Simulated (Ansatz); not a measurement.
Functionals compared on F on the 1x1 (0001) surface of corundum (cut with top plane Al), one in a 1x1 cell, started at the site 'hollow Al-O-O-O over O at depth 2.3 Å', in Ansatz (plane waves, PAW). The structure was relaxed with PBE; the other rows are single points on it, each with its references at the same level. Cutoff 420 eV (500 eV for r2SCAN). The points keep PBE's geometry, so the relaxation of a polaron and the settling of charge on one site are left out.

Host crystal: corundum, with a band gap (PBE, scalar-relativistic without spin-orbit coupling).

Slab: 21 atoms, 6.7 Å thick at the start under the adsorbate (thin: gaps and levels are the slab's own); k 6x6x1, smearing 0.01 eV, dipole-corrected; 9 atoms held, the rest relaxed; no symmetry held; spin-polarised, ending with about 1.0 μB a cell, a value that depends on the mesh; orders that need a larger cell were not tried, no spin-orbit, no U, no dispersion correction. The slab shows no gap over 0.04 eV on its mesh. At the end it is bonded to Al. In PBE it is, or lies within 0.03 eV of, the lowest of the starts that converged. These notes are the PBE run's. r2SCAN: The program's check for a lower electronic state was not made. Adsorption energies are against ½ F2(g). A negative adsorption energy means that the adsorbate is more stable on the surface than in its reference.

| functional | adsorption energy (eV) | work function of the top face (eV) | rough cost of the single point |
|---|---|---|---|
| PBE | -2.24 | 9.93 | – |
| RPBE | (withheld) | (withheld) | about 4 core-minutes (a rough figure) |
| r2SCAN | -2.21 | 10.29 | around 9 core-minutes (rough) |

Task: What belongs in the gaps?

Result: 
- RPBE, adsorption energy (eV): -2.25
- RPBE, work function of the top face (eV): 9.82

Ansatz is an electronic-structure program.
